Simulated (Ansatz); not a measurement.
Take a 16-atom supercell of TaC in the rock salt structure (space group Fm-3m, No. 225; a = 4.476 Å) at its relaxed geometry as the base.

Calculations: Kohn–Sham DFT with the PBE functional, run in Ansatz (a quantum-chemistry and plane-wave program) with PAW and 420 eV plane waves, no SOC.

One neutral defect a cell, atoms relaxed at fixed cell.

One change was made to it. Results:

The pressure goes from zero to 54.6 GPa; the largest displacement of a host atom from its site in the perfect cell amounts to 0.46 Å.

Task: What was done to the base?
(A) C vacancy
(B) Ta interstitial (started 1.58 Å from the nearest host atom)
(C) Be on a C site, symmetric start

Result: B, Ta interstitial (started 1.58 Å from the nearest host atom). For comparison, the pressure in the other runs: C vacancy gives -3.9 GPa; Be on a C site, symmetric start gives 6.3 GPa.

The cell is small, so the values are those of an ordered compound at a high defect concentration; dilute-limit values will differ. Defects with a symmetric start kept the site's symmetry and may sit on a saddle; the others started slightly shaken. All final runs are without spin polarisation. An odd electron count without spin: Ta9C8 and TaC.
